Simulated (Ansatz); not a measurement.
Base system: Ru in the hcp (Mg type) structure (space group P6_3/mmc, No. 194; a = 2.676 Å, c = 4.224 Å; relaxed with 0.1 eV smearing). Axes: x lies along a and z along c of the hexagonal cell.

All numbers come from plane-wave PAW DFT at the LDA level (Ansatz, an electronic-structure program, 420 eV), scalar-relativistic without spin-orbit coupling.

Before the change:

| Item | Value |
|---|---|
| Shortest interatomic distance | 4.945 bohr |

It is then changed as follows: a pure shear with ε_xz = ε_zx = 0.0171; the atoms relax in the strained cell.

Problem. What does the calculation give for the stress, energy relative to the base and shortest interatomic distance after the change?

Solution. The stress (xx, yy, zz, yz, xz, xy; compression positive) is (0.3, 0.2, 0.7, 0.0, -7.2, 0.0) GPa; the energy increases by 10 meV/atom; the shortest interatomic distance shrinks by 0.068 bohr (4.945 bohr → 4.877 bohr).

No phonon test of stability was made. The final runs are not spin-polarised.
